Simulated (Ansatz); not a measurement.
## WSeS (P-3m1, No. 164, 6 atoms in the cell; start mp-1216174)

Computed with r²SCAN+rVV10 (PAW; Ansatz, a program for electronic structure).

Run with plane-wave cutoff 560 eV, 12×12×4 k mesh (along the axes of the cell as run), Fermi–Dirac smearing 0.01 eV, no spin polarisation, scalar-relativistic PAW data made under PBE.

Cell (relaxed at this level):

```xyz
6
Lattice="3.2336 0.0000 0.0000 -1.6168 2.8003 0.0000 0.0000 0.0000 12.8310" Properties=species:S:1:pos:R:3 pbc="T T T"
W      0.0000     1.8669     3.3331
W      1.6168     0.9334     9.4979
Se     0.0000     1.8669    11.1967
Se     1.6168     0.9334     1.6343
S      1.6168     0.9334     4.8630
S      0.0000     1.8669     7.9681
```

```yaml
band_gap: 0.98 eV
smallest_direct_gap_on_the_k_points_sampled: 1.77 eV
direct gap at Γ: 2.48 eV
```

Spin–orbit coupling is not included.

The computed numbers hold no vibrational or temperature effects.

A start named mp-… is a Materials Project structure, which need not be a measured phase.
